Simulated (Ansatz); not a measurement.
Response to strain in SnTe

Base system: SnTe in the rock salt structure (space group Fm-3m, No. 225; a = 6.289 Å). Axes: x, y, z lie along the cube axes.

Strains are applied to the cell and any free atomic positions relax; under biaxial strain the out-of-plane vector relaxes too.

Calculations: PBEsol (Ansatz, a first-principles code, PAW, no spin-orbit coupling).

Notes on the quantities. energy relative to the base: free energy F; pressure: mean of the normal stresses, compression positive.

```json
[
 {"case": "base", "energy relative to the base": "0 meV/atom", "volume per atom": "31.09 Å³", "pressure": "0.0 GPa"},
 {"case": "biaxial strain −3.00 %, plane normal [001], relaxed out of plane", "energy relative to the base": "?", "volume per atom": "?", "pressure": "?"},
 {"case": "biaxial strain −2.50 %, plane normal [001], relaxed out of plane", "energy relative to the base": "+18 meV/atom", "volume per atom": "29.58 Å³", "pressure": "2.7 GPa"},
 {"case": "biaxial strain +3.00 %, plane normal [001], relaxed out of plane", "energy relative to the base": "+22 meV/atom", "volume per atom": "32.95 Å³", "pressure": "-2.3 GPa"}
]
```

Some entries are withheld; estimate them.


- biaxial strain −3.00 %, plane normal [001], relaxed out of plane, energy relative to the base: +27 meV/atom
- biaxial strain −3.00 %, plane normal [001], relaxed out of plane, volume per atom: 29.29 Å³
- biaxial strain −3.00 %, plane normal [001], relaxed out of plane, pressure: 3.3 GPa

Whether these cells are dynamically stable was not tested. The final runs are not spin-polarised.
